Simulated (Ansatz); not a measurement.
Consider the following.

End structure of the (10-11) surface of hcp Cd in its 1x1 cell, outermost plane spacing 0.40 Å in the ideal cut:

```yaml
crystal:
  lattice:
    - [3.03503, 0.00000, 0.00000]
    - [-1.51751, 6.28827, 0.00000]
    - [0.00000, 0.00000, 26.00000]
  atoms:
    - { symbol: Cd, position: [0.91809, 0.83763, 0.29298] }
    - { symbol: Cd, position: [0.60717, 0.21599, 0.33977] }
    - { symbol: Cd, position: [0.30047, 0.60235, 0.38190] }
    - { symbol: Cd, position: [0.98858, 0.97786, 0.43394] }
    - { symbol: Cd, position: [0.68844, 0.37718, 0.47460] }
    - { symbol: Cd, position: [0.37478, 0.74926, 0.52540] }
    - { symbol: Cd, position: [0.07464, 0.14858, 0.56606] }
    - { symbol: Cd, position: [0.76275, 0.52409, 0.61810] }
    - { symbol: Cd, position: [0.45604, 0.91044, 0.66023] }
    - { symbol: Cd, position: [0.14513, 0.28880, 0.70702] }
```

Slab: 10 atoms, 9.9 Å thick at the start (thin: gaps and levels are the slab's own); k 13x6x1, smearing 0.1 eV, dipole-corrected; single point; on the structure that PBE left under its start's symmetry; no spin, no spin-orbit, no U.

Question: Give the work function of the top face at the level r2SCAN, at the PBE geometry (Ansatz, a program for electronic structure).

Answer: 3.94 eV

Question: Give the surface energy (mean of both faces) at the level r2SCAN, at the PBE geometry.

Answer: 0.56 J/m²
